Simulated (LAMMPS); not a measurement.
MD from the melt across the composition of Cu (fcc) with a share x of Cu sites Pt; each row has its own temperature.

Level of theory: classical MD, pair style eam, the elements' _u3.eam files (universal-3 set of Foiles, Baskes and Daw), run in LAMMPS.

```
x                       volume   state                  enthalpy  self-diffusion coefficient of Cu (not corrected for cell size)        viscosity  T (K)
----  ------------------------  ------  ------------------------  --------------------------------------------------------------  ---------------  -----
0.25    14.203 ± 0.002 Å³/atom  liquid  -3.5850 ± 0.0005 eV/atom                                     (5.30 ± 0.07) × 10^-5 cm²/s  3.1 ± 0.2 mPa s   1760
0.5   14.9147 ± 0.0010 Å³/atom  liquid  -4.1182 ± 0.0003 eV/atom                                     (5.21 ± 0.05) × 10^-5 cm²/s  3.1 ± 0.2 mPa s   1950
0.75  15.8022 ± 0.0009 Å³/atom  liquid  -4.5586 ± 0.0002 eV/atom                                       (5.5 ± 0.2) × 10^-5 cm²/s                -   2150
```

Caution: a run this short can hold a crystal over, or a liquid under, the potential's own melting point, which these runs don't give.

States go by the mean squared displacement: a species diffuses where it passes 1.5 Å², still rises and gives D over 1e-6 cm²/s; a crystal has left its structure where atoms lie 0.35 Å off their sites on average or a cubic box changes its shape by 3 %, or the axial ratios of another lie 8 % off the starting cell's, which the potential's own relaxation can also do.

Errors of D are the spread over four groups of atoms in one short run; a floor of about 5 %, a picked value, is safer.

Uncertainties are statistical and leave out the potential's own error.
